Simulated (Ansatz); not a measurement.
Take SrZrO₃ (space group P4mm, No. 99; a = 4.111 Å, c = 4.192 Å; a cell from a computed database, its experimental status unchecked) as the base.

Calculations: PBEsol/PAW in Ansatz (an electronic-structure program), no SOC.

For the base:

* **Band gap**: 3.35 eV
* **Volume per atom**: 14.17 Å³
* **Smallest direct gap**: 3.64 eV

Perturbation: a hydrostatic pressure of 0.7 GPa.

Estimate the effect on the band gap.

The band gap goes up by 0.012 eV, from 3.35 eV to 3.37 eV.

What happens to the volume per atom?

The volume per atom drops by 0.06 Å³ (14.17 Å³ → 14.11 Å³).

Estimate the effect on the smallest direct gap.

The smallest direct gap is nearly the same (3.64 eV against 3.65 eV).

Load acts through the strain it causes; cell and atoms are relaxed under it. Stability against distortions was not tested.
